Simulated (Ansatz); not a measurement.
## HgTe: energy against strain

HgTe (zinc blende, F-43m, 33.308 Å³/atom at rest, cube axes along x, y and z) under a strain ε along a cube axis (axis z), the other axes held. LDA in Ansatz, a plane-wave DFT program (PAW, default set), 420 eV, 9×9×9 Γ-centred mesh, Fermi-Dirac smearing 0.05 eV; ions are relaxed within the symmetry of each cell.

Here s stands for strain and y for E less E0.

| strain (%) | E less E0 (meV/atom) |
|---|---|
| -3.00 | ? |
| -1.50 | 1.38 |
| -1.00 | 0.61 |
| -0.50 | 0.15 |
| 0.00 | 0.00 |
| 0.50 | 0.15 |
| 1.00 | 0.60 |
| 1.50 | 1.35 |

Fit y of the 7 rows that show it with a parabola. Least squares gives y = -0.001 - 0.0079·s + 0.6071·s². Residuals (row less fit): 0.003, -0.004, -0.005, 0.001, 0.003, 0.002, -0.003; standard error 0.004 (degrees of freedom: 4). Twice the quadratic coefficient over the volume, 2 × 0.6071 meV × 10⁴ × 0.1602 / 33.308 Å³, is the elastic constant C11 = 58 ± 0.2 GPa.

Problem. Predict the withheld y at s = -3.00 from the fit, and compare with the calculation.

Solution. y = -0.001 - 0.0079 × (-3.0) + 0.6071 × (-3.0)² = 5.487 meV/atom. The calculation gives 5.63 meV/atom, 0.143 meV/atom above the prediction (2.5 % of the range of y in the table). The row lies outside the fitted rows, so this is an extrapolation. The fitted rows scatter only by rounding.

One order more, fitted to all 13 runs of the series, follows each within 0.01, so the miss is the next term of a smooth law. This level leaves no gap over 0.05 eV at strain -1.50, -1.00, -0.50, 0.00, 0.50, 1.00, 1.50, where the mesh may be coarse. Rows are the converged runs of the series near zero and its far end; series whose fitted rows scatter by over a few per cent of the range, as at a crossing or softening among them, aren't shown in this form. Most that stay on the fit to the last digits aren't either.
